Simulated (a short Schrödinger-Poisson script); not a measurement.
# Gated Al0.4Ga0.6N/GaN polarisation-induced gas

Structure: gated Al0.4Ga0.6N/GaN polarisation-induced gas, at 300 K.

```tsv
layer	material	thickness (nm)	Na (cm⁻³)
1	Al0.4Ga0.6N	30	-
2	GaN	6000	6e15
```

Constants are typed, rounded textbook-type inputs, not results; the design itself was drawn at random and stands for no fabricated device. Al0.4Ga0.6N: permittivity 9.26, conduction-band edge (eV) 0.58, gap (eV) 4.258, electron mass (mₑ) 0.248, Nv at 300 K (cm⁻³) 4.6e19. GaN: permittivity 9.5, conduction-band edge (eV) 0, gap (eV) 3.43, Nv at 300 K (cm⁻³) 4.6e19.

Channel valleys (confinement mass, in-plane density-of-states mass, number): Γ 0.2, 0.2, 1. At the gate the conduction-band edge of layer 1 lies 1.36 eV − eVg above the Fermi level of the channel; the field vanishes at the back. Sheet of polarisation charge: +2e13 e/cm² at 30 nm from the gate. The barrier under the gate holds no holes. Gaps are held at their typed values at every temperature. Mesh 0.08 nm at interfaces.

From a short Schrödinger-Poisson script (our own, NumPy): 1D Poisson equation in equilibrium, electrons quantum, Hartree plus LDA exchange-correlation (BenDaniel-Duke, 40 states a valley, the channel's in-plane mass for all, wave functions free to enter the barrier), parabolic valleys, classical holes, full ionisation, no traps, pinning or gate leakage.

| Vg (V) | electrons (cm⁻²) | in the channel layer | C (μF/cm²) | Γ E0 (meV) | Γ E1 (meV) |
|---|---|---|---|---|---|
| 0.5 | 1.83e13 | 1.66e13 | 0.267 | -194.2 | -6.7 |
| -0.2 | 1.71e13 | 1.57e13 | 0.267 | -182.8 | -2.4 |
| -0.9 | 1.59e13 | 1.47e13 | 0.266 | -171.2 | 1.8 |
| -1.6 | 1.48e13 | 1.38e13 | 0.266 | -159.5 | 6.0 |
| -2.3 | 1.36e13 | 1.28e13 | 0.265 | -147.6 | 10.3 |
| -3 | 1.25e13 | 1.18e13 | 0.265 | -135.5 | 14.7 |
| -3.7 | 1.13e13 | 1.07e13 | 0.264 | -123.3 | 19.1 |
| -4.4 | 1.02e13 | 9.71e12 | 0.264 | -110.9 | 23.7 |
| -5.1 | 9.00e12 | 8.65e12 | 0.263 | -98.3 | 28.3 |
| -5.8 | 7.85e12 | 7.59e12 | 0.263 | -85.4 | 33.1 |
| -6.5 | 6.70e12 | 6.51e12 | 0.262 | -72.3 | 38.1 |
| -7.2 | 5.56e12 | 5.43e12 | 0.261 | -58.6 | 43.3 |
| -7.9 | 4.42e12 | 4.34e12 | 0.260 | -44.2 | 48.9 |
| -8.6 | 3.29e12 | 3.24e12 | 0.258 | -28.3 | 55.3 |
| -9.3 | 2.17e12 | 2.14e12 | 0.255 | -9.8 | 63.4 |
| -10 | 1.07e12 | 1.06e12 | 0.248 | 16.1 | 77.0 |
| -10.7 | 6.24e10 | 6.22e10 | 0.159 | 97.1 | 141.5 |

Gate voltages with under 1e6 electrons/cm² are left out.

Subbands count from the Fermi level.
